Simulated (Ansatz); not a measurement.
Data:

End structure of the (21-30) surface of hcp Tl in its 1x1 cell, outermost plane spacing 0.39 Å in the ideal cut:

```
CELL_PARAMETERS angstrom
      5.66739     0.00000     0.00000
      0.00000     9.46903     0.00000
      0.00000     0.00000    26.00000
ATOMIC_POSITIONS crystal
  Tl 0.25000 0.22229 0.32377
  Tl 0.75000 0.42505 0.33494
  Tl 0.25000 0.85802 0.36051
  Tl 0.75000 0.06773 0.37260
  Tl 0.25000 0.50543 0.40352
  Tl 0.75000 0.72095 0.41561
  Tl 0.25000 0.14330 0.45180
  Tl 0.75000 0.35336 0.46388
  Tl 0.25000 0.78729 0.49336
  Tl 0.75000 0.99842 0.50664
  Tl 0.25000 0.43235 0.53612
  Tl 0.75000 0.64242 0.54820
  Tl 0.25000 0.06476 0.58439
  Tl 0.75000 0.28029 0.59648
  Tl 0.25000 0.71799 0.62740
  Tl 0.75000 0.92769 0.63949
  Tl 0.25000 0.36066 0.66506
  Tl 0.75000 0.56342 0.67623
```

Model: 18-atom slab, 9.8 Å thick at the start (thin: gaps and levels are the slab's own), 7x4x1 mesh, Fermi-Dirac 0.1 eV, dipole correction, all atoms relaxed; held to the start's symmetry, so lower structures may exist; no spin, no spin-orbit, no U.

Estimate the surface energy (mean of both faces) that PBE in Ansatz (a quantum-chemistry and plane-wave program) returns for this input.

0.28 J/m²

What is the computed work function of the top face (PBE)?

3.55 eV
